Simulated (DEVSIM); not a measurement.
System: illuminated Si p-on-n cell, one wavelength, with a back-surface field, at 300 K.

| layer (left to right) | material | thickness (μm) | Nd (cm⁻³) | Na (cm⁻³) | τn (s) | τp (s) | absorption coefficient (cm⁻¹) |
|---|---|---|---|---|---|---|---|
| 1 | Si | 0.490 | - | 6.2e17 | 6.3e-7 | 3.2e-6 | 42000 |
| 2 | Si | 100 | 6e15 | - | 9.5e-6 | 9.5e-6 | 42000 |
| 3 | Si | 0.120 | 1.1e18 | - | 9.5e-6 | 9.5e-6 | 42000 |

Left contact: ohmic, minority electron recombination velocity 100 cm/s. Right contact: ohmic, minority hole recombination velocity 1e5 cm/s. Voltage is applied to the left contact. Recombination: SRH at mid-gap, radiative, Auger. Light enters at the left, 2.5e16 photons cm⁻² s⁻¹, one pass, no reflection. Mobility is μmin + (μ − μmin)/(1 + (N/Nref)^α).

This is a model device: material constants are rounded textbook-type values typed into the input, and sizes, dopings and lifetimes were drawn at random. Values at 300 K.

```csv
parameter,Si
gap (eV),1.124
affinity (eV),4.05
permittivity,11.7
Nc (cm⁻³),2.86e19
Nv (cm⁻³),3.1e19
μn (cm²/Vs),1417
μp (cm²/Vs),470
"μn,min",52
"μp,min",45
"Nref,n",9.7e16
"Nref,p",2.2e17
αn,0.68
αp,0.72
B (cm³/s),4.7e-15
Cn (cm⁶/s),2.8e-31
Cp (cm⁶/s),9.9e-32
```

Simulated with DEVSIM: 1D drift-diffusion, Boltzmann statistics, complete ionisation; no tunnelling, impact ionisation, image-force lowering or self-heating.

The doping Nd of layer 2 was swept, all else fixed.

| doping Nd of layer 2 (cm^-3) | dark forward voltage at 100 A/cm² (V) | largest power (mW/cm²) | dark forward voltage at 1 A/cm² (V) | fill factor |
|---|---|---|---|---|
| 1.8e14 | 0.889 | 1.44 | 0.699 | 0.78 |
| 6e14 | 0.890 | 1.56 | 0.700 | 0.80 |
| 1.8e15 | 0.890 | 1.66 | 0.701 | 0.81 |
| 6e15 | 0.892 | 1.76 | 0.705 | 0.81 |
| 1.8e16 | 0.896 | 1.87 | 0.719 | 0.82 |
| 6e16 | 0.905 | 1.98 | 0.743 | 0.83 |
| 1.8e17 | [?] | 2.09 | [?] | 0.83 |

### Question
Some entries are withheld; supply them.

### Answer

- 1.8e17, dark forward voltage at 100 A/cm² (V): 0.921
- 1.8e17, dark forward voltage at 1 A/cm² (V): 0.772
